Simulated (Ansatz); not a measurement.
Take Mo in the bcc (W type) structure (space group Im-3m, No. 229; a = 3.1115 Å; relaxed with 0.1 eV smearing) as the base. Axes: x, y, z lie along the cube axes.

Level of theory: LDA (Ansatz, a quantum-chemistry and plane-wave program, PAW, no SOC).

Base values:

The shortest interatomic distance comes out as 2.695 Å and the pressure is 0.0 GPa.

Now apply this change: biaxial strain −3.00 %, plane normal [001], relaxed out of plane (Cartesian); in-plane vectors clamped, the third vector and the atoms free.

**Question.** What does the calculation give for the energy relative to the base, ratio −ε⊥/ε∥, shortest interatomic distance and pressure after the change?

**Answer.** The energy rises by 50 meV/atom; the ratio −ε⊥/ε∥ is 0.79; the shortest interatomic distance shrinks by 0.032 Å (2.695 Å → 2.663 Å); the pressure (mean of the normal stresses, compression positive) goes from zero to 12.2 GPa.

Whether these cells are dynamically stable was not tested. The final runs are not spin-polarised.
